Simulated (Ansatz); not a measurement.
The reference is ZnS in the zinc blende structure (space group F-43m, No. 216).

```yaml
crystal:
  lattice:
    - [0.00000, 2.64841, 2.64841]
    - [2.64841, 0.00000, 2.64841]
    - [2.64841, 2.64841, 0.00000]
  atoms:
    - { symbol: Zn, position: [0.00000, 0.00000, 0.00000] }
    - { symbol: S, position: [0.75000, 0.75000, 0.75000] }
```

Cartesian axes are those of the cell as printed.

The values are results of plane-wave PAW DFT at the LDA level (Ansatz, an electronic-structure program, 420 eV), spin-orbit coupling left out, not measurements.

The change: the cell is compressed by 2.50 % along z with no lateral relaxation; the atoms relax in the strained cell.

**Question.** Predict the stress tensor and what it implies for the stiffness.

**Answer.** Stress of the strained cell less that of the base (GPa, compression positive):
```
   1.94    0.00    0.00
   0.00    1.94    0.00
   0.00    0.00    3.00
```

Then −Δσ_ii/ε with ε = -0.0250 gives secant stiffness values (nonlinear terms included at this strain): C33 ≈ 120 GPa, C13 ≈ 78 GPa and C23 ≈ 78 GPa.

As a check, the harmonic strain energy −½ V₀ Δσ:ε is 4.4 meV/atom; the computed energy rise is 4.3 meV/atom.

Whether these cells are dynamically stable was not tested.
